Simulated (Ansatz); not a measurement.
We look at the reaction energy. Reaction: TiO2 (rutile) + 2 Cl2 (gas) → TiCl4 (gas) + O2 (gas). The sign is products less reactants.

TiO2 (rutile, P4₂/mnm), 6 atoms in the cell; spin state with PBE: run without spin, k-point mesh 12×8×8 on the run's own vectors.
```
CELL_PARAMETERS angstrom
      0.00000     0.00000     2.96367
      4.64356     0.00000     0.00000
      0.00000     4.64356     0.00000
ATOMIC_POSITIONS crystal
  Ti 0.00000 0.50000 0.50000
  Ti 0.50000 0.00000 0.00000
  O  0.50000 0.69488 0.69488
  O  0.50000 0.30512 0.30512
  O  0.00000 0.80512 0.19488
  O  0.00000 0.19488 0.80512
```

An isolated TiCl4 molecule (singlet) in a box of 14 × 14 × 15 Å.

An isolated O2 molecule (triplet) in a box of 11 × 11 × 13 Å.

An isolated Cl2 molecule (singlet) in a box of 11 × 11 × 14 Å.

All numbers come from Ansatz (a first-principles code), plane waves with PAW, its PAW set soft_1, cutoff 420 eV. The structures are at rest with PBE; other levels are single points on them. HSE06 runs on coarser k-point meshes, mended by the PBE difference between the two meshes. Neutral cells; Fermi-Dirac smearing of at most 0.05 eV in the solids, energies taken to zero width. The lattices are those relaxed with PBE, so at other levels the solids can be strained, which adds to the spread. A dispersion term (D3(BJ), or D4 for r2SCAN) was computed beside these levels and is taken off wherever the name lacks it. Space groups of crystals are read within 0.01 Å. No zero-point or thermal terms. No structure search was made; lower ones may exist.

Problem. Estimate the value that PBE returns for this input.

Solution. 0.79 eV, for TiO2 (rutile) + 2 Cl2 (gas) → TiCl4 (gas) + O2 (gas).

Problem. What do the other levels give, and how wide is the spread?

Solution. 
| Level | value (eV) | less PBE |
|---|---|---|
| HSE06 | 0.86 | 0.07 |

The levels shown span 0.07 eV, from PBE (0.79) to HSE06 (0.86).
